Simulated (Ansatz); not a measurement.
## ZnO, pressure series

The parent structure is ZnO in the wurtzite structure (space group P6_3mc, No. 186; a = 3.280 Å, c = 5.293 Å).

Cell and atoms are relaxed at each pressure.

The values are results of PBE (Ansatz, a quantum-chemistry and plane-wave program, PAW, no SOC), not measurements.

```json
[
 {"P (GPa)": "-2.00", "V (Å³/atom)": "12.526"},
 {"P (GPa)": "-1.00", "V (Å³/atom)": "12.424"},
 {"P (GPa)": "0.89", "V (Å³/atom)": "12.243"},
 {"P (GPa)": "2.10", "V (Å³/atom)": "12.134"},
 {"P (GPa)": "4.49", "V (Å³/atom)": "11.933"},
 {"P (GPa)": "9.00", "V (Å³/atom)": "11.597"},
 {"P (GPa)": "22.49", "V (Å³/atom)": "10.817"}
]
```

A third-order Birch–Murnaghan fit to these points gives V₀ = 12.33 Å³/atom, B₀ = 129 GPa and B₀′ = 4.4. At pressure 22.5 GPa the volume is 87.8 % of V₀.

Measured bulk modulus of ZnO: 143 GPa (temperature not stated; as listed in Cormac Toher et al., Physical Review Materials (2017)); the computed value is for a static lattice, so the two differ by thermal effects too.

Between the base and pressure 9 GPa the gap moves from 0.74 eV to 0.83 eV, a mean slope of 9.8 meV/GPa.

Load acts through the strain it causes; cell and atoms are relaxed under it. Whether these cells are dynamically stable was not tested. Measured, ZnO leaves this structure (for rock salt) near 9.1 GPa (temperature not stated; as listed in Datta, Sujoy, Jana, Debnarayan, arXiv (2020)), on rising pressure, with hysteresis.
